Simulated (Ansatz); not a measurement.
Start from GaN in the rock salt structure (space group Fm-3m, No. 225; a = 4.219 Å; a model cell).

Modification: cell and atoms relaxed at a pressure of 5 GPa.

Levels (all Ansatz, a first-principles code, PAW): PBEsol (420 eV, no spin-orbit coupling); PBEsol+SOC (420 eV, noncollinear with spin-orbit coupling).

The geometry is relaxed with PBEsol.

- PBEsol lowest conduction level above the VBM at special points: X 0.67 eV; Γ 2.51 eV; K 3.26 eV; U 3.26 eV
- PBEsol smallest direct gap: 3.07 eV
- PBEsol electron mass: 0.46 mₑ along k, 0.18 mₑ across (at X)

Question: What does PBEsol+SOC give at this geometry for the lowest conduction level above the VBM at special points, smallest direct gap and electron mass?

Answer: The lowest conduction level above the VBM at special points stays X 0.67 eV; Γ 2.51 eV; K 3.26 eV; U 3.26 eV; the smallest direct gap drops by 0.02 eV (3.07 eV → 3.05 eV); the electron mass stays 0.46 mₑ along k, 0.18 mₑ across (at X).

Single points use the geometry relaxed with PBEsol. The spin-orbit shifts are approximate. Load acts through the strain it causes; cell and atoms are relaxed under it. Effective masses come from finite differences of ±0.01 Å⁻¹. Along k means along the line from Γ to the band edge. Whether these cells are dynamically stable was not tested. No other phases were tried under pressure. The base started in Pnma and relaxed to Fm-3m at this level. This is not the structure that GaN has at room temperature and ambient pressure.
